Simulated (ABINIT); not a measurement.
Input and output of a self-consistent single point for SrCl₂ (Fm-3m, 3 atoms in the cell) (ABINIT)

Level of theory: LDA (PW92), PAW (JTH v2.0 LDA PAW) (plane waves; ABINIT).

Input as run:

```
# SrCl2, JTH v2.0 LDA PAW
pp_dirpath "./"
pseudos "Sr.LDA_PW-JTH.xml, Cl.LDA_PW-JTH.xml"
acell 4.9493868438 4.9493868438 4.9493868438 Angstrom
rprim
        -0.0000000000    0.7071067812    0.7071067812
         0.7071067812    0.0000000000    0.7071067812
         0.7071067812    0.7071067812   -0.0000000000
natom 3
ntypat 2
znucl 38 17
typat 1 2 2
xred
         0.0000000000    0.0000000000    0.0000000000
         0.7500000000    0.7500000000    0.7500000000
         0.2500000000    0.2500000000    0.2500000000
ecut 26 Ha
pawecutdg 52 Ha
pawxcdev 0
occopt 3
tsmear 0.01 eV
nband 17
kptopt 1
ngkpt 8 8 8
nshiftk 1
shiftk 0 0 0
nstep 60
tolvrs 1.0e-11
prtwf 0
prtden 0
enunit 1
```

Output, abridged:

```
 Symmetries : space group Fm -3 m (#225); Bravais cF (face-center cubic)

 -outvars: echo values of preprocessed input variables --------
            acell      9.3529856605E+00  9.3529856605E+00  9.3529856605E+00 Bohr
             ecut      2.60000000E+01 Hartree
           enunit           1
              ixc       -1012
         kptrlatt        8    0    0      0    8    0      0    0    8
          kptrlen      7.48238853E+01
            natom           3
            nband          17
            ngfft          45      45      45
          ngfftdg          64      64      64
             nkpt          29
            nstep          60
             nsym          48
           ntypat           2
           occopt           3
        pawecutdg      5.20000000E+01 Hartree
         pawxcdev           0
            rprim     -0.0000000000E+00  7.0710678120E-01  7.0710678120E-01
                       7.0710678120E-01  0.0000000000E+00  7.0710678120E-01
                       7.0710678120E-01  7.0710678120E-01 -0.0000000000E+00
          spgroup         225
           tolvrs      1.00000000E-11
           tsmear      3.67493254E-04 Hartree
            typat      1  2  2
           useylm           1
             xred      0.0000000000E+00  0.0000000000E+00  0.0000000000E+00
                       7.5000000000E-01  7.5000000000E-01  7.5000000000E-01
                       2.5000000000E-01  2.5000000000E-01  2.5000000000E-01
            znucl       38.00000   17.00000

== DATASET  1 ==================================================================

 Real(R)+Recip(G) space primitive vectors, cartesian coordinates (Bohr,Bohr^-1):
 R(1)=  0.0000000  6.6135596  6.6135596  G(1)= -0.0756023  0.0756023  0.0756023
 R(2)=  6.6135596  0.0000000  6.6135596  G(2)=  0.0756023 -0.0756023  0.0756023
 R(3)=  6.6135596  6.6135596  0.0000000  G(3)=  0.0756023  0.0756023 -0.0756023
 Unit cell volume ucvol=  5.7854322E+02 bohr^3
 Angles (23,13,12)=  6.00000000E+01  6.00000000E+01  6.00000000E+01 degrees

 Coarse grid specifications (used for wave-functions):

 getcut: wavevector=  0.0000  0.0000  0.0000  ngfft=  45  45  45
         ecut(hartree)=     26.000   => boxcut(ratio)=   2.04951

 Fine grid specifications (used for densities):

 getcut: wavevector=  0.0000  0.0000  0.0000  ngfft=  64  64  64
         ecut(hartree)=     52.000   => boxcut(ratio)=   2.10796

   7.71488590E+02                                ecore*ucvol(ha*bohr**3)

_setup2: Arith. and geom. avg. npw (full set) are    3664.096    3664.087

--- !BeginCycle
solver: {iscf: 17, nstep: 60, nline: 4, wfoptalg: 10, }
tolerances: {tolvrs: 1.00E-11, }
...

     iter   Etot(hartree)      deltaE(h)  residm     nres2
 ETOT  1  -61.763697788082    -6.176E+01 4.444E-02 4.804E+00
 ETOT  2  -61.781089085137    -1.739E-02 1.481E-02 8.152E-01
 ETOT  3  -61.779486004722     1.603E-03 2.452E-03 2.515E-01
 ETOT  4  -61.779047572601     4.384E-04 1.592E-03 8.033E-03
 ETOT  5  -61.779096837931    -4.927E-05 1.128E-03 7.278E-04
 ETOT  6  -61.779100610991    -3.773E-06 8.580E-04 1.123E-04
   [... 3 lines left out ...]
 ETOT 10  -61.779101935966    -2.343E-09 2.935E-04 1.173E-07
 ETOT 11  -61.779101935788     1.779E-10 1.510E-04 1.121E-09
 ETOT 12  -61.779101935791    -3.084E-12 1.948E-04 7.938E-10
 ETOT 13  -61.779101935789     2.920E-12 1.795E-04 1.921E-11
 ETOT 14  -61.779101935788     1.030E-12 2.024E-04 2.318E-13

 At SCF step   14       nres2   =  2.32E-13 < tolvrs=  1.00E-11 =>converged.

 Cartesian components of stress tensor (hartree/bohr^3)
  sigma(1 1)=  1.08860933E-04  sigma(3 2)=  0.00000000E+00
  sigma(2 2)=  1.08860933E-04  sigma(3 1)=  0.00000000E+00
  sigma(3 3)=  1.08860933E-04  sigma(2 1)=  0.00000000E+00

 ----iterations are completed or convergence reached----

 reduced coordinates (array xred) for    3 atoms
       0.000000000000      0.000000000000      0.000000000000
       0.750000000000      0.750000000000      0.750000000000
       0.250000000000      0.250000000000      0.250000000000
 cartesian forces (eV/Angstrom) at end:
    1      0.00000000000000     0.00000000000000    -0.00000000000000
    2     -0.00000000000000    -0.00000000000000     0.00000000000000
    3      0.00000000000000    -0.00000000000000     0.00000000000000
 frms,max,avg= 3.1005266E-30 5.2817015E-30   0.000E+00  0.000E+00  0.000E+00 e/A
 length scales=  9.352985660489  9.352985660489  9.352985660489 bohr
              =  4.949386843800  4.949386843800  4.949386843800 angstroms
 Fermi (or HOMO) energy (eV) =   4.96696   Average Vxc (eV)=  -8.92872
 Eigenvalues (   eV  ) for nkpt=  29  k points:
 kpt#   1, nband= 17, wtk=  0.00195, kpt=  0.0000  0.0000  0.0000 (reduced coord)
 -31.46470  -13.48721  -13.48721  -13.48721  -11.92203  -11.06444   -0.84883   -0.84883
  -0.84883    0.95817    0.95817    0.95817    6.14137    7.13835    7.13835    9.91433
   9.91433
 prteigrs : prtvol=0 or 1, do not print more k-points.

--- !EnergyTerms
comment             : Components of total free energy in Hartree
kinetic             :  2.20961331222947E+01
hartree             :  1.18299771514538E+01
xc                  : -1.60251677495917E+01
Ewald energy        : -4.68408339363946E+01
psp_core            :  1.33350208700126E+00
local_psp           : -4.38697967714967E+01
spherical_terms     :  9.69708409400522E+00
internal            : -6.17791020027280E+01
'-kT*entropy'       :  3.76317877059828E-16
total_energy        : -6.17791020027280E+01
total_energy_eV     : -1.68109485912233E+03
...

-Cartesian components of stress tensor (GPa)         [Pressure= -3.2028E+00 GPa]
- sigma(1 1)=  3.20279869E+00  sigma(3 2)=  0.00000000E+00
- sigma(2 2)=  3.20279869E+00  sigma(3 1)=  0.00000000E+00
- sigma(3 3)=  3.20279869E+00  sigma(2 1)=  0.00000000E+00

 Calculation completed.
```

The run converged in 14 iterations.

The starting cell comes from a database of computed structures (which also holds hypothetical and non-ambient phases and stackings), without a prior relaxation at this level. With a pressure of about -3 GPa the cell is away from its equilibrium volume at this level.

Cost on one core of a shared machine: roughly 60 s.
